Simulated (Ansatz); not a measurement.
Start from BeS (space group P4/nmm, No. 129; a = 3.4521 Å, c = 5.6208 Å; a hypothetical phase, not in the database extracts checked; layered, stacked along the Cartesian z axis). Axes: x, y, z lie along a, b, c of the conventional cell.

Now apply this change: compressive biaxial strain of 1.24 % in the plane normal to [001], as in epitaxy on a mismatched substrate; the out-of-plane cell vector and the atoms relax.

Levels (all Ansatz, an electronic-structure program, PAW): PBEsol (420 eV, spin-orbit coupling left out); r2SCAN (500 eV, no SOC); HSE06 (420 eV, without spin-orbit coupling).

At the geometry relaxed with PBEsol, these levels gave the following band gaps, in shuffled order: (a) 4.46 eV, (b) 4.04 eV, (c) 3.36 eV.

**Question.** Match each gap to its level.

**Answer.** (a) HSE06; (b) r2SCAN; (c) PBEsol.

Single points use the geometry relaxed with PBEsol. No phonon test of stability was made. The base started in Pnma and relaxed to P4/nmm at this level. No dispersion term is included in the PBEsol runs.
